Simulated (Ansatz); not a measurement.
## Pressure series in Ir

Consider Ir in the fcc (Cu type) structure (space group Fm-3m, No. 225; a = 3.871 Å).

Cell and atoms are relaxed at each pressure.

Level of theory: Kohn–Sham DFT with the PBE functional, run in Ansatz (an electronic-structure program) with PAW and 420 eV plane waves, spin-orbit coupling left out.

Notes on the quantities. enthalpy: H = E + PV relative to the base's energy.

| change | enthalpy | density |
|---|---|---|
| base | – | 22.01 g/cm³ |
| pressure −2 GPa | -0.18 eV/atom | 21.88 g/cm³ |
| pressure −1 GPa | -0.09 eV/atom | 21.95 g/cm³ |
| pressure 0.9 GPa | +0.08 eV/atom | 22.07 g/cm³ |
| pressure 2.1 GPa | +0.19 eV/atom | 22.14 g/cm³ |
| pressure 4.5 GPa | +0.40 eV/atom | 22.29 g/cm³ |
| pressure 9 GPa | +0.80 eV/atom | 22.56 g/cm³ |
| pressure 15 GPa | +1.33 eV/atom | 22.89 g/cm³ |
| pressure 22.5 GPa | +1.98 eV/atom | 23.28 g/cm³ |
| pressure 30 GPa | +2.61 eV/atom | … |

Q: Some entries are withheld; estimate them.

A: 
- pressure 30 GPa, density: 23.65 g/cm³

Load acts through the strain it causes; cell and atoms are relaxed under it. Stability against distortions was not tested. No other phases were tried under pressure. All final runs are without spin polarisation.
